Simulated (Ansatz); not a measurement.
Start from CdSe in the zinc blende structure (space group F-43m, No. 216).

```
CdSe
1.0
    0.00000     3.06664     3.06664
    3.06664     0.00000     3.06664
    3.06664     3.06664     0.00000
Se Cd
1 1
Direct
  0.75000   0.75000   0.75000
  0.00000   0.00000   0.00000
```

Cartesian axes are those of the cell as printed.

All numbers come from r2SCAN (Ansatz, a quantum-chemistry and plane-wave program), no SOC.

For the base:

The pressure is 0.01 GPa, the valence-band top at Γ is 0.00, 0.00, 0.00 eV and the gap character comes out as direct at Γ.

The change: uniaxial strain ε_xx = +0.28 %, all other strain components held at zero, atoms relaxed at fixed cell.

### Question
Predict the new pressure.

### Answer
The pressure (mean of the normal stresses, compression positive) falls by 0.144 GPa (0.01 GPa → -0.14 GPa).

### Question
What happens to the valence-band top at Γ?

### Answer
The valence-band top at Γ (three highest levels, from the VBM) changes from 0.00, 0.00, 0.00 eV to 0.00, 0.00, -0.01 eV.

### Question
What happens to the gap character?

### Answer
The gap character stays direct at Γ.

Stability against distortions was not tested. Labels are those of the standard path for the cell's own space group.
